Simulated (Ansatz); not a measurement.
The starting structures come from a database of crystals and need not be the phases stable at ambient conditions.

 Where the default PAW files enter, the runs use the earlier of Ansatz's two default sets.

```xyz
24
Lattice="5.1089 0.0000 0.0000 0.0000 12.0557 0.0000 0.0000 0.0000 5.3716" Properties=species:S:1:pos:R:3 pbc="T T T"
V      0.0000     4.7526     4.0287
V      0.0000     7.3031     1.3429
V      2.5544     1.2753     1.3429
V      2.5544    10.7804     4.0287
Bi     0.0000     1.3967     4.0287
Bi     0.0000    10.6590     1.3429
Bi     2.5544     4.6312     1.3429
Bi     2.5544     7.4245     4.0287
O      3.8619     0.4089     0.4359
O      1.2470    11.6468     4.9357
O      3.8014     5.6189     3.1217
O      1.3075     6.4368     2.2499
O      1.3075     5.6189     4.9357
O      3.8014     6.4368     0.4359
O      1.2470     0.4089     2.2499
O      3.8619    11.6468     3.1217
O      1.7914     2.3347     0.2359
O      3.3174     9.7210     5.1357
O      0.7630     3.6931     2.9217
O      4.3459     8.3625     2.4499
O      4.3459     3.6931     5.1357
O      0.7630     8.3625     0.2359
O      3.3174     2.3347     2.4499
O      1.7914     9.7210     2.9217
```

Space group of this cell: Pbcn. The cell is taken as given; by r2SCAN its mean pressure is -7.7 GPa.

Transport runs along the normal of the first two printed cell vectors.

The gap is the functional's own. No spin-orbit coupling. Mid-gap values are interpolated on the energy grid.

Q: State the band gap and the smallest decay constant κ at mid-gap according to r2SCAN (Ansatz, a quantum-chemistry and plane-wave program).

A: Gap 2.64 eV on a 6×4×6 mesh; κ = 0.322 1/Å, at the zone centre.
